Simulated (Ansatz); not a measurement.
Cell and atoms of amorphous Si$_{72}$Ge$_{24}$:

```yaml
crystal:
  lattice:
    - [12.19746, -0.11554, 0.01981]
    - [-0.11554, 12.86544, -0.39378]
    - [0.01981, -0.39378, 12.79553]
  atoms:
    - { symbol: Si, position: [0.48329, 0.94321, 0.72492] }
    - { symbol: Si, position: [0.13790, 0.37350, 0.00563] }
    - { symbol: Si, position: [0.16009, 0.40333, 0.19035] }
    - { symbol: Si, position: [0.72181, 0.52477, 0.14025] }
    - { symbol: Si, position: [0.79423, 0.02490, 0.83626] }
    - { symbol: Si, position: [0.67289, 0.19296, 0.42423] }
    - { symbol: Si, position: [0.42502, 0.77365, 0.96300] }
    - { symbol: Si, position: [0.42555, 0.28040, 0.25150] }
    - { symbol: Si, position: [0.09118, 0.37638, 0.59963] }
    - { symbol: Si, position: [0.81451, 0.70773, 0.51605] }
    - { symbol: Si, position: [0.74750, 0.71389, 0.16796] }
    - { symbol: Si, position: [0.40264, 0.65105, 0.67567] }
    - { symbol: Si, position: [0.41417, 0.55363, 0.82991] }
    - { symbol: Si, position: [0.96684, 0.61785, 0.92991] }
    - { symbol: Si, position: [0.71065, 0.56244, 0.75579] }
    - { symbol: Si, position: [0.85635, 0.14352, 0.40280] }
    - { symbol: Si, position: [0.48838, 0.77697, 0.78827] }
    - { symbol: Si, position: [0.85164, 0.96132, 0.35535] }
    - { symbol: Si, position: [0.35849, 0.88684, 0.59363] }
    - { symbol: Si, position: [0.39036, 0.18985, 0.08585] }
    - { symbol: Si, position: [0.80020, 0.83831, 0.83666] }
    - { symbol: Si, position: [0.43667, 0.02553, 0.88888] }
    - { symbol: Si, position: [0.36697, 0.47722, 0.42557] }
    - { symbol: Si, position: [0.60835, 0.12070, 0.85360] }
    - { symbol: Si, position: [0.01810, 0.96020, 0.25622] }
    - { symbol: Si, position: [0.62019, 0.27415, 0.27558] }
    - { symbol: Si, position: [0.08035, 0.91257, 0.51812] }
    - { symbol: Si, position: [0.33764, 0.95022, 0.33035] }
    - { symbol: Si, position: [0.51876, 0.88626, 0.36283] }
    - { symbol: Si, position: [0.14451, 0.08938, 0.54667] }
    - { symbol: Si, position: [0.69043, 0.87826, 0.26658] }
    - { symbol: Si, position: [0.13748, 0.25482, 0.29106] }
    - { symbol: Si, position: [0.47820, 0.76960, 0.49736] }
    - { symbol: Si, position: [0.15565, 0.15195, 0.72277] }
    - { symbol: Si, position: [0.87333, 0.17952, 0.58699] }
    - { symbol: Si, position: [0.20522, 0.89246, 0.07314] }
    - { symbol: Si, position: [0.34081, 0.43917, 0.23775] }
    - { symbol: Si, position: [0.63796, 0.97598, 0.61644] }
    - { symbol: Si, position: [0.47460, 0.93836, 0.04343] }
    - { symbol: Si, position: [0.86739, 0.33189, 0.81592] }
    - { symbol: Si, position: [0.73840, 0.82860, 0.01068] }
    - { symbol: Si, position: [0.17282, 0.50065, 0.72330] }
    - { symbol: Si, position: [0.45124, 0.15663, 0.53677] }
    - { symbol: Si, position: [0.36866, 0.28180, 0.43271] }
    - { symbol: Si, position: [0.19867, 0.56807, 0.44861] }
    - { symbol: Si, position: [0.25274, 0.23135, 0.96255] }
    - { symbol: Si, position: [0.49180, 0.62183, 0.38008] }
    - { symbol: Si, position: [0.14151, 0.53381, 0.91096] }
    - { symbol: Si, position: [0.65473, 0.96884, 0.11378] }
    - { symbol: Si, position: [0.97018, 0.74678, 0.79053] }
    - { symbol: Si, position: [0.00264, 0.26014, 0.70288] }
    - { symbol: Si, position: [0.17837, 0.25714, 0.47181] }
    - { symbol: Si, position: [0.00826, 0.90471, 0.07988] }
    - { symbol: Si, position: [0.92030, 0.42773, 0.33576] }
    - { symbol: Si, position: [0.56699, 0.22803, 0.00546] }
    - { symbol: Si, position: [0.34220, 0.41136, 0.73290] }
    - { symbol: Si, position: [0.31820, 0.03143, 0.49971] }
    - { symbol: Si, position: [0.91047, 0.74588, 0.07049] }
    - { symbol: Si, position: [0.82241, 0.01659, 0.65032] }
    - { symbol: Si, position: [0.45182, 0.48447, 0.60205] }
    - { symbol: Si, position: [0.18395, 0.82383, 0.63810] }
    - { symbol: Si, position: [0.25325, 0.94285, 0.90585] }
    - { symbol: Si, position: [0.94790, 0.33529, 0.98503] }
    - { symbol: Si, position: [0.66740, 0.73638, 0.74894] }
    - { symbol: Si, position: [0.94824, 0.24715, 0.28460] }
    - { symbol: Si, position: [0.57850, 0.04132, 0.45993] }
    - { symbol: Si, position: [0.93199, 0.62258, 0.63685] }
    - { symbol: Si, position: [0.58811, 0.70104, 0.02679] }
    - { symbol: Si, position: [0.88953, 0.51369, 0.77981] }
    - { symbol: Si, position: [0.89033, 0.88461, 0.51610] }
    - { symbol: Si, position: [0.30586, 0.61538, 0.97785] }
    - { symbol: Si, position: [0.21852, 0.64552, 0.62047] }
    - { symbol: Ge, position: [0.94700, 0.05024, 0.97489] }
    - { symbol: Ge, position: [0.65308, 0.79267, 0.57826] }
    - { symbol: Ge, position: [0.33353, 0.02137, 0.15948] }
    - { symbol: Ge, position: [0.72838, 0.43827, 0.30015] }
    - { symbol: Ge, position: [0.67813, 0.57238, 0.43621] }
    - { symbol: Ge, position: [0.13275, 0.08665, 0.89506] }
    - { symbol: Ge, position: [0.89072, 0.20197, 0.10104] }
    - { symbol: Ge, position: [0.15787, 0.67141, 0.29807] }
    - { symbol: Ge, position: [0.27463, 0.72540, 0.14263] }
    - { symbol: Ge, position: [0.15326, 0.86232, 0.34646] }
    - { symbol: Ge, position: [0.65015, 0.46927, 0.59687] }
    - { symbol: Ge, position: [0.47777, 0.69483, 0.19903] }
    - { symbol: Ge, position: [0.17334, 0.78064, 0.81813] }
    - { symbol: Ge, position: [0.58551, 0.42027, 0.03610] }
    - { symbol: Ge, position: [0.69605, 0.27980, 0.59970] }
    - { symbol: Ge, position: [0.42366, 0.52408, 0.09998] }
    - { symbol: Ge, position: [0.11818, 0.10440, 0.16874] }
    - { symbol: Ge, position: [0.01481, 0.50126, 0.49510] }
    - { symbol: Ge, position: [0.69199, 0.16106, 0.12807] }
    - { symbol: Ge, position: [0.59396, 0.54425, 0.90131] }
    - { symbol: Ge, position: [0.89901, 0.50272, 0.06377] }
    - { symbol: Ge, position: [0.53234, 0.20787, 0.70618] }
    - { symbol: Ge, position: [0.02236, 0.53648, 0.22013] }
    - { symbol: Ge, position: [0.33329, 0.23453, 0.78632] }
```

All values below come from PBE, scalar-relativistic without spin-orbit coupling (plane waves to 420 eV, PAW; Ansatz, a program for electronic structure). Neutral PBE cell, which sets geometry, pressure and energy: sampling: a 2×2×2 Γ-centred mesh; Fermi-Dirac width 0.05 eV; no spin polarisation.

A CHGNet melt-quench gave the starting glass, which DFT then relaxed. The hot cell started wider than the set density and was brought back towards it in steps. It is the lowest in DFT energy of 4 quenches. It is a model cell: composition and starting density were chosen by hand, and all elements were melted together. No dispersion term was used. Its density started from a set value of 3.12 and ended at 3.12 g/cm³. The quench (nominally 52 K/ps over its main leg) was far faster than any real one, so the model tends to hold more defects than a real film. Values belong to this one cell and scatter from quench to quench. The volume was held where the preparation left it and the shape relaxed.

Give the pressure, the energy against reference phases and the spacing of the highest filled and lowest empty levels.


| Quantity | Result |
|---|---|
| Pressure on a 2×2×2 Γ-centred mesh | 1.4 kbar |
| Largest force and stress component on that mesh (the relaxation ran on one k-point at (1/4, 1/4, 1/4)) | 0.26 eV/Å and 0.2 GPa |
| Energy relative to silicon + germanium (lowest mix at this level among the phases computed, not always the ambient ones) | 0.284 eV/atom |
| Gap on a 2×2×2 Γ-centred mesh (PBE) | within the smearing (under twice its width) |

At PBE and the zone centre, how localised are the states just below and above the Fermi level (participation number: the atoms over which a state spreads)?

The highest filled state is spread over 52.4 atoms' worth, largest on Si37, with weights by element (charge in smoothed Voronoi cells) Si 0.77, Ge 0.23. The lowest empty state is spread over 51.7 atoms' worth, largest on Ge94, with weights by element (charge in smoothed Voronoi cells) Si 0.68, Ge 0.32.

The levels at the Fermi energy are partly filled. A closed spacing in one fast-quenched cell at PBE doesn't show the material to be a metal.

Bonds are counted up to Si-Si 2.72 Å, Si-Ge 2.74 Å, Ge-Ge 2.85 Å.

A PBE run started with 1 μB on atoms that lack a bond or may hold spare charge lost its moments; other starts weren't tried.
